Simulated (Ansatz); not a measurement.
LiCl (P6₃mc, No. 186, 4 atoms in the cell; start mp-1185319; a measured phase of this formula has another space group) was calculated with HSE06 (PAW; Ansatz, a program for electronic structure).

Numerical settings: plane-wave cutoff 460 eV, 9×9×4 k mesh (along the axes of the cell as run), Fermi–Dirac smearing 0.01 eV, scalar-relativistic PAW data made under PBE.

The cell is the one relaxed with PBEsol. Conventional cell: a = 3.8822 Å, b = 3.8822 Å, c = 6.1755 Å, α = 90.00°, β = 90.00°, γ = 120.00°.

```
LiCl
1.0
    3.88215     0.00000     0.00000
   -1.94108     3.36204     0.00000
    0.00000     0.00000     6.17545
Li Cl
2 2
Direct
  0.66667   0.33333   0.87874
  0.33333   0.66667   0.37874
  0.66667   0.33333   0.49626
  0.33333   0.66667   0.99626
```

List the 10 lowest band energies at Γ above −25 eV (eV, relative to the valence band maximum), grouping those that round alike.

At Γ: -14.05, -13.67, -2.33, -0.49 (×2), -0.11 (×2), 0.00, 7.39, 9.68.

Note: the run warned that its exchange threshold was loose for the stress; cell and atoms aren't relaxed at this level (pressure 0.6 GPa).

A start named mp-… is a Materials Project structure, which need not be a measured phase.
